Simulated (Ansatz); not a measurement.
# A computed series for CdS: pressure series

Start from CdS in the wurtzite structure (space group P6_3mc, No. 186).

```yaml
crystal:
  lattice:
    - [4.12347, 0.00000, 0.00000]
    - [-2.06174, 3.57103, 0.00000]
    - [0.00000, 0.00000, 6.71109]
  atoms:
    - { symbol: Cd, position: [0.66667, 0.33333, 0.00080] }
    - { symbol: Cd, position: [0.33333, 0.66667, 0.50080] }
    - { symbol: S, position: [0.66667, 0.33333, 0.62440] }
    - { symbol: S, position: [0.33333, 0.66667, 0.12440] }
```

Cell and atoms are relaxed at each pressure.

Method: Kohn–Sham DFT with the PBEsol functional, run in Ansatz (an electronic-structure program) with PAW and 420 eV plane waves, without spin-orbit coupling.

For the base:

| Item | Value |
|---|---|
| Width of the top valence band | 1.74 eV |

Task: The aim is a width of the top valence band between 2.40 eV and 2.54 eV. Which of these changes reaches it?
A. pressure 9 GPa
B. pressure 18 GPa
C. pressure −2 GPa
D. pressure −1 GPa
E. pressure 1.8 GPa

Result: B, pressure 18 GPa. It gives 2.45 eV; pressure 9 GPa gives 2.12 eV; pressure 1.8 GPa gives 1.83 eV; pressure −1 GPa gives 1.69 eV; pressure −2 GPa gives 1.64 eV. Changes not listed may reach it too

The levels and masses belong to the bands next to the band gap. Load acts through the strain it causes; cell and atoms are relaxed under it. No phonon test of stability was made. Measured, CdS leaves this structure (for rock salt) near 2.54 GPa (temperature not stated; as listed in Datta, Sujoy, Jana, Debnarayan, arXiv (2020)), on rising pressure, with hysteresis.
